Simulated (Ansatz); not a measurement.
## SiC in the zinc blende structure (space group F-43m, No. 216)

Space group F-43m (No. 216); a = b = c = 4.380 Å, α = β = γ = 90.00°

```json
[
 {"atom": "C", "site": "4c", "symmetry": "-43m", "x": "0.2500", "y": "0.2500", "z": "0.2500"},
 {"atom": "Si", "site": "4a", "symmetry": "-43m", "x": "0.0000", "y": "0.0000", "z": "0.0000"}
]
```
(The calculation used a cell of 2 atoms; values per cell refer to that cell.)

The values are results of plane-wave PAW DFT at the PBE level (Ansatz, an electronic-structure program, 420 eV), no spin-orbit coupling, not measurements. Settings: 13×13×13 k-points, 0.05 eV Fermi–Dirac smearing.

```yaml
volume_per_atom: 10.50 Å³
density: 3.17 g/cm³
band_gap: 1.37 eV, indirect, Γ → X
electron_mass: 0.68 mₑ along k, 0.23 mₑ across
Hole mass (degenerate bands, along [100]): 0.36, 0.59, 0.59 mₑ
Lowest conduction-band minima above the VBM: X along ⟨100⟩ 1.37 eV
total_energy: -443.580 eV/atom (σ→0; compares only within this code and set-up)
```

Masses are band curvatures over ±0.01 Å⁻¹ around the edge. Along k means along the line from Γ to the band edge. Whether these cells are dynamically stable was not tested.
